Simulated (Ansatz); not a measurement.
## ZnSe, response to strain

Start from ZnSe in the zinc blende structure (space group F-43m, No. 216).

```
CELL_PARAMETERS angstrom
      0.00000     2.78375     2.78375
      2.78375     0.00000     2.78375
      2.78375     2.78375     0.00000
ATOMIC_POSITIONS crystal
  Zn 0.00000 0.00000 0.00000
  Se 0.25000 0.25000 0.25000
```

Cartesian axes are those of the cell as printed.

Strains are applied to the cell and any free atomic positions relax; under biaxial strain the out-of-plane vector relaxes too.

Computed with LDA in Ansatz (plane waves to 420 eV, PAW, without spin-orbit coupling).

Notes on the quantities. pressure: mean of the normal stresses, compression positive.

| change | electron mass | out-of-plane strain | pressure |
|---|---|---|---|
| base | 0.090 mₑ (at Γ) | – | 0.00 GPa |
| biaxial strain −3.00 %, plane normal [001], relaxed out of plane | 0.099 mₑ out of plane, 0.091 mₑ in plane (at Γ) | +3.54 % | 1.88 GPa |
| biaxial strain −2.00 %, plane normal [001], relaxed out of plane | 0.096 mₑ out of plane, 0.091 mₑ in plane (at Γ) | +2.37 % | 1.22 GPa |
| biaxial strain −1.00 %, plane normal [001], relaxed out of plane | 0.091 mₑ (at Γ) | +1.19 % | 0.59 GPa |
| biaxial strain −0.50 %, plane normal [001], relaxed out of plane | 0.091 mₑ (at Γ) | +0.60 % | 0.29 GPa |
| biaxial strain +0.50 %, plane normal [001], relaxed out of plane | 0.089 mₑ (at Γ) | ___ | -0.28 GPa |
| biaxial strain +1.00 %, plane normal [001], relaxed out of plane | 0.088 mₑ (at Γ) | -1.22 % | -0.55 GPa |
| biaxial strain +1.50 %, plane normal [001], relaxed out of plane | – | -1.84 % | ___ |
| biaxial strain +2.50 %, plane normal [001], relaxed out of plane | 0.081 mₑ out of plane, 0.087 mₑ in plane (at Γ) | -3.08 % | -1.32 GPa |
| biaxial strain +3.00 %, plane normal [001], relaxed out of plane | 0.079 mₑ out of plane, 0.087 mₑ in plane (at Γ) | -3.71 % | -1.56 GPa |

### Question
What belongs in the blanks?

### Answer

- biaxial strain +0.50 %, plane normal [001], relaxed out of plane, out-of-plane strain: -0.61 %
- biaxial strain +1.50 %, plane normal [001], relaxed out of plane, pressure: -0.81 GPa

The levels and masses belong to the bands next to the band gap. Effective masses come from finite differences of ±0.01 Å⁻¹. No phonon test of stability was made.

Ansatz is a first-principles code.
